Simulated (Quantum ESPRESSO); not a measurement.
Worked example: self-consistent single point of YCoSi₂ (Cmcm, 8 atoms in the cell) in Quantum ESPRESSO.

Computed with PBEsol, PSlibrary PAW (PBE) pseudopotentials (plane waves; Quantum ESPRESSO).

```
YCoSi2
1.0
    2.01550    -8.10734     0.00000
    2.01550     8.10734     0.00000
    0.00000     0.00000     3.96168
Y Co Si
2 2 4
Cartesian
  2.01550  -6.35356   0.99042
  2.01550   6.35356   2.97126
  2.01550  -2.91054   0.99042
  2.01550   2.91054   2.97126
  2.01550  -0.70193   0.99042
  2.01550   0.70193   2.97126
  2.01550   4.05075   0.99042
  2.01550  -4.05075   2.97126
```

Reference input (self-consistent single point, DFT, PBEsol, plane waves, PSlibrary PAW (PBE) pseudopotentials): ecutwfc = 50 Ry; ecutrho = 350 Ry; occupations = smearing; smearing = mp; degauss = 0.019992 Ry; input_dft = pbesol; K_POINTS = automatic 5 5 5 1 1 1; conv_thr = 1e-10 Ry. This run's input differs from it in these lines:

```diff
@@ -13,4 +13,4 @@
    ntyp = 3
-   ecutwfc = 50
-   ecutrho = 350
+   ecutwfc = 40
+   ecutrho = 280
    occupations = 'smearing'
```

Output, abridged:

```
     Self-consistent Calculation

     iteration #  1     ecut=    40.00 Ry     beta= 0.70

---- Real-time Memory Report at c_bands before calling an iterative solver
           280 MiB given to the printing process from OS
           128 MiB allocation reported by mallinfo(arena+hblkhd)
------------------

     total energy              =   -1057.69793515 Ry
     estimated scf accuracy    <       2.67797544 Ry

     iteration #  2     ecut=    40.00 Ry     beta= 0.70

---- Real-time Memory Report at c_bands before calling an iterative solver
           358 MiB given to the printing process from OS
   [... lines left out ...]

---- Real-time Memory Report at c_bands before calling an iterative solver
           378 MiB given to the printing process from OS
           161 MiB allocation reported by mallinfo(arena+hblkhd)
------------------

     total energy              =   -1059.77662656 Ry
     estimated scf accuracy    <          2.4E-10 Ry

     iteration # 17     ecut=    40.00 Ry     beta= 0.70

---- Real-time Memory Report at c_bands before calling an iterative solver
           378 MiB given to the printing process from OS
           161 MiB allocation reported by mallinfo(arena+hblkhd)
------------------
     End of self-consistent calculation

     the Fermi energy is    11.5948 ev

!    total energy              =   -1059.77662656 Ry
     estimated scf accuracy    <          5.8E-12 Ry
     smearing contrib. (-TS)   =      -0.00045791 Ry
     internal energy E=F+TS    =   -1059.77616865 Ry

      -> PAW hartree energy AE =     231.39259626 Ry
      -> PAW hartree energy PS =    -230.49350512 Ry
      -> PAW xc energy AE      =    -821.71704584 Ry
      -> PAW xc energy PS      =     119.07863811 Ry
      -> total E_H with PAW    =      72.80582680 Ry
      -> total E_XC with PAW   =    -827.62461414 Ry

     convergence has been achieved in  17 iterations

     Forces acting on atoms (cartesian axes, Ry/au):

     atom    1 type  1   force =     0.00000000    0.00310088    0.00000000
   [... lines left out ...]

     Total force =     0.007750     Total SCF correction =     0.000003

          total   stress  (Ry/bohr**3)                   (kbar)     P=      -30.43
  -0.00020955   0.00000000   0.00000000          -30.83        0.00        0.00
  -0.00000000  -0.00020653   0.00000000           -0.00      -30.38        0.00
   0.00000000   0.00000000  -0.00020456            0.00        0.00      -30.09

   JOB DONE.
```

The run converged in 17 iterations. Against the reference run the free energy goes up by 13.9 meV/atom, the pressure goes from -3.17 to -3.04 GPa and the largest force hardly changes (0.116 to 0.113 eV/Å).

The starting cell comes from a database of computed structures (which also holds hypothetical and non-ambient phases and stackings), without a prior relaxation at this level. Its lattice was rescaled by a random factor within 2.5 % of one. Spin polarisation is off.

Cost on one core of a shared machine: roughly 5 min.
